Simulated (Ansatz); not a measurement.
## BBi (model structure, within 0.1 Å of Fm-3m, No. 225, 2 atoms in the cell)

The numbers are results of r²SCAN in Ansatz (PAW), not measurements.

Numerical settings: plane-wave cutoff 500 eV, 14×14×14 k mesh, Fermi–Dirac smearing 0.05 eV, scalar-relativistic PAW data made under PBE.

Cell (relaxed at this level):

```
CELL_PARAMETERS angstrom
      1.85815     1.07280     3.03600
     -1.85815     1.07280     3.03600
      0.00000    -2.14560     3.03600
ATOMIC_POSITIONS crystal
  B  0.75019 0.75019 0.75019
  Bi 0.24981 0.24981 0.24981
```

```json
{
 "band_gap": "none"
}
```

Spin–orbit coupling is not included; it can shift volumes and moduli of such heavy elements.

Static lattice: no zero-point or thermal effects.

A model structure was made by putting elements into a prototype or built by hand; it is no filed structure, need not be a known phase, and can be a saddle point held by its symmetry.

Ansatz is a quantum-chemistry and plane-wave program.
